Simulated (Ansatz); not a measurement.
Base system: HfS2 in the CdI2 type structure (space group P-3m1, No. 164; a = 3.606 Å, c = 5.768 Å; layered, stacked along the Cartesian z axis).

Computed with plane-wave PAW DFT at the PBE-D3(BJ) level (Ansatz, a quantum-chemistry and plane-wave program, 420 eV), no spin-orbit coupling.

One change was made to it. Results:

| quantity | base | after |
|---|---|---|
| c/a ratio | 1.600 | 1.596 |
| band gap | 0.85 eV | zero |
| volume per atom | 21.65 Å³ | 14.29 Å³ |

Task: What was done to the base?
A) pressure −1 GPa
B) pressure 9 GPa
C) pressure 45 GPa
D) pressure 1.8 GPa

Result: C, pressure 45 GPa. For comparison, the volume per atom in the other runs: pressure 9 GPa gives 18.62 Å³; pressure −1 GPa gives 22.50 Å³; pressure 1.8 GPa gives 20.70 Å³.

A case with no gap was solved on a k-mesh chosen for an insulator, which is coarse for it. With Hf present, leaving out spin-orbit coupling can change the band edges. Load acts through the strain it causes; cell and atoms are relaxed under it. Whether these cells are dynamically stable was not tested. No other phases were tried under pressure. The final runs are not spin-polarised. Gaps under 0.05 eV, about the width of the smearing, are given as zero. A zero or small gap of HfS2 under pressure 9 GPa can be the functional's error rather than a property of the material.
